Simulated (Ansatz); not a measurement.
ZnS under load (space group P6_3mc), r2SCAN with spin-orbit coupling, rigid bands in Ansatz (a program for electronic structure). Condition of this run: biaxial stress in the c plane of 3 GPa (compression positive) (the target of the relaxation). Band gap 2.84 eV, N_c = 2.40e18 cm⁻³ and N_v = 3.08e19 cm⁻³ at 300 K, conductivity masses along y (a = (3.71, 0.00, 0.00) Å; b = (-1.86, 3.22, 0.00) Å; c = (0.00, 0.00, 6.28) Å) of 0.240 mₑ (electrons) and 0.930 mₑ (holes). Take k_BT = 0.02585 eV.

Problem. Find the intrinsic carrier density and the intrinsic Fermi level.

Solution. n_i = √(N_c N_v) exp(−E_g/2k_BT) = 8.60e18 × exp(−54.93) = 1.2e-5 cm⁻³. The level lies (k_BT/2) ln(N_v/N_c) = 33 meV from mid-gap (positive towards the conduction band). Each 0.1 eV added to the gap lowers n_i by a factor of 6.9.

Problem. What thermal injection velocity √(2k_BT/πm) limits a ballistic channel along the direction named?

Solution. 1.10e7 cm/s for electrons and 5.58e6 cm/s for holes, a ratio of √(m_h/m_e) = 1.97, for dilute carriers.

Problem. A film of it is 5 nm thick, with its normal along the direction named. Estimate the confinement energies in an infinite well.

Solution. ħ²π²/(2m t²) = 0.376 eV·nm²/(m/mₑ × t²) gives 62.7 meV for electrons and 16.2 meV for holes, so the gap would widen to about 2.92 eV. Finite barriers and nonparabolic bands lower this, and with several valleys or bands the heaviest mass along the normal sets the lowest level, not this average.

Rigid bands with the computed gap; masses take one relaxation time for all states. Geometry: cell and atoms relaxed with PBEsol.
